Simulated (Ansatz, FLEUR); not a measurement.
An Ansatz (a first-principles code) input for a self-consistent single point of SnO (P4/nmm, 4 atoms in the cell) (DFT, LDA (PW92), plane waves, default PAW files made with PBE):

Ansatz 0.2 input:
```yaml
crystal:
  lattice:
    - [3.81370000, 0.00000000, 0.00000000]
    - [0.00000000, 3.81370000, 0.00000000]
    - [0.00000000, 0.00000000, 4.88691000]
  atoms:
    - { symbol: Sn, position: [0.00000000, 0.50000000, 0.23537000] }
    - { symbol: Sn, position: [0.50000000, 0.00000000, 0.76463000] }
    - { symbol: O, position: [0.50000000, 0.50000000, 0.00000000] }
    - { symbol: O, position: [0.00000000, 0.00000000, 0.00000000] }
kpoints:
  mp_grid: { grid: [5, 5, 4] }
hamiltonian:
  xc: lda
  pseudopotentials: { kind: paw }
scf:
  occupations: { method: fermi_dirac, width: 0.0007 Ry }
output:
  forces: true
  eigenvalues: true
  stress: true
```

Question: Give the FLEUR input for the same structure, mesh, smearing and functional.

Answer: This is the input that was run; spellings and numerical settings could be chosen otherwise.

Input of the input generator:

```
scf SnO
&input film=f /
1.0000000000 0.0000000000 0.0000000000
0.0000000000 1.0000000000 0.0000000000
0.0000000000 0.0000000000 1.2814091302
7.2068485215
1.0 1.0 1.0

4
50 0.0000000000 0.5000000000 0.2353700000
50 0.5000000000 0.0000000000 0.7646300000
8 0.5000000000 0.5000000000 0.0000000000
8 0.0000000000 0.0000000000 0.0000000000

&comp jspins=1 /
&exco xctyp='pz' /
&kpt div1=5 div2=5 div3=4 gamma=t /
&end /
```

```xml
<?xml version="1.0" encoding="UTF-8" standalone="no"?>
<fleurInput fleurInputVersion="0.39">
   <comment>
      scf SnO                                                                                             
   </comment>
   <calculationSetup>
      <cutoffs Kmax="4.4" Gmax="15.4" GmaxXC="15.4" numbands="0"/>
      <scfLoop itmax="80" minDistance="0.00001" maxIterBroyd="15" imix="Anderson" alpha="0.05" precondParam="0.0" spinf="2.0"/>
      <coreElectrons ctail="T" frcor="F" kcrel="0" coretail_lmax="0"/>
      <xcFunctional name="pz" relativisticCorrections="F"/>
      <magnetism jspins="1"/>
      <soc l_soc="F" theta="0.0" phi="0.0" spav="F"/>
      <expertModes spex="0" secvar="F"/>
      <geometryOptimization l_f="T" forcealpha="1.0" forcemix="BFGS" epsdisp="0.00001" epsforce="0.00001"/>
      <ldaU l_linMix="F" mixParam="0.05" spinf="1.0"/>
   </calculationSetup>
   <cell>
      <bzIntegration valenceElectrons="40.0" mode="hist" fermiSmearingEnergy="0.00036749">
         <kPointListSelection listName="default-1"/>
         <!-- k-points included here -->
         <xi:include xmlns:xi="http://www.w3.org/2001/XInclude" href="kpts.xml"> </xi:include>
      </bzIntegration>
      <!-- symmetry operations included here -->
      <xi:include xmlns:xi="http://www.w3.org/2001/XInclude" href="sym.xml"> </xi:include>
      <bulkLattice scale="1.0">
         <bravaisMatrix>
            <row-1>    7.2068485215000004     0.0000000000000000     0.0000000000000000</row-1>
            <row-2>    0.0000000000000000     7.2068485215000004     0.0000000000000000</row-2>
            <row-3>    0.0000000000000000     0.0000000000000000     9.2349214954184706</row-3>
         </bravaisMatrix>
      </bulkLattice>
   </cell>
   <atomSpecies>
      <species name="Tin (Sn)" element="Sn" atomicNumber="50">
         <mtSphere radius="2.46" gridPoints="867" logIncrement="0.015"/>
         <atomicCutoffs lmax="10" lnonsphr="8"/>
         <electronConfig flipSpins="F">
            <coreConfig>(1s1/2) (2s1/2) (2p1/2) (2p3/2) (3s1/2) (3p1/2) (3p3/2) (4s1/2) (3d3/2) (3d5/2) (4p1/2) (4p3/2)</coreConfig>
            <valenceConfig>(5s1/2) (4d3/2) (4d5/2) (5p1/2) (5p3/2)</valenceConfig>
            <stateOccupation state="(5p1/2)" spinUp="0.3333333333333" spinDown="0.3333333333333"/>
            <stateOccupation state="(5p3/2)" spinUp="0.6666666666667" spinDown="0.6666666666667"/>
         </electronConfig>
         <energyParameters s="5" p="5" d="5" f="4"/>
         <lo type="SCLO" l="2" n="4" eDeriv="0"/>
      </species>
      <species name="Oxygen (O)" element="O" atomicNumber="8">
         <mtSphere radius="1.39" gridPoints="489" logIncrement="0.022"/>
         <atomicCutoffs lmax="6" lnonsphr="4"/>
         <electronConfig flipSpins="F">
            <coreConfig>(1s1/2)</coreConfig>
            <valenceConfig>(2s1/2) (2p1/2) (2p3/2)</valenceConfig>
            <stateOccupation state="(2p1/2)" spinUp="0.6666666666667" spinDown="0.6666666666667"/>
            <stateOccupation state="(2p3/2)" spinUp="1.3333333333333" spinDown="1.3333333333333"/>
         </electronConfig>
         <energyParameters s="2" p="2" d="3" f="4"/>
      </species>
   </atomSpecies>
   <atomGroups>
      <atomGroup species="Tin (Sn)">
         <relPos label="                   1">-1.000/4.000 1.000/4.000 .2353700000</relPos>
         <relPos label="                   2">1.000/4.000 -1.000/4.000 -.2353700000</relPos>
         <force calculate="T" relaxXYZ="TTT"/>
      </atomGroup>
      <atomGroup species="Oxygen (O)">
         <relPos label="                   3">1.000/4.000 1.000/4.000 .0000000000</relPos>
         <relPos label="                   4">-1.000/4.000 -1.000/4.000 .0000000000</relPos>
         <force calculate="T" relaxXYZ="TTT"/>
      </atomGroup>
   </atomGroups>
   <output dos="F" band="F" slice="F">
      <checks vchk="F" cdinf="F"/>
      <bandDOS minEnergy="-.5*Htr" maxEnergy="0.5*Htr" sigma="0.015" storeEVData="T"/>
      <vacuumDOS vacdos="F" integ="F" star="F" nstars="0" locx1="0.0" locy1="0.0" locx2="0.0" locy2="0.0" nstm="0" tworkf="0.0"/>
      <unfoldingBand unfoldBand="F" supercellX="1" supercellY="1" supercellZ="1"/>
      <plotting iplot="0" polar="F">
         <plot TwoD="T" vec1="  1.0  0.0  0.0" vec2="  0.0  1.0  0.0" vec3="  0.0  0.0  1.0" zero="  0.0  0.0  0.0" file="plot"/>
      </plotting>
      <chargeDensitySlicing numkpt="0" minEigenval="0.0" maxEigenval="0.0" nnne="0" pallst="F"/>
      <specialOutput eonly="F"/>
      <magneticCircularDichroism mcd="F" energyLo="-10.0" energyUp="0.0"/>
   </output>
  <!-- We include the file relax.xml here to enable relaxations (see documentation) -->
  <xi:include xmlns:xi="http://www.w3.org/2001/XInclude" href="relax.xml"> <xi:fallback/> </xi:include>
</fleurInput>
```

Basis settings and potentials, where a program has them, do not carry over. This input uses DFT, LDA (Perdew-Zunger), all-electron FLAPW (FLEUR), scalar-relativistic valence. LDA parametrisations can differ slightly between programs. The width in Ry is rounded to four decimals.

The starting cell comes from a database of computed structures (which also holds hypothetical and non-ambient phases and stackings), without a prior relaxation at this level.
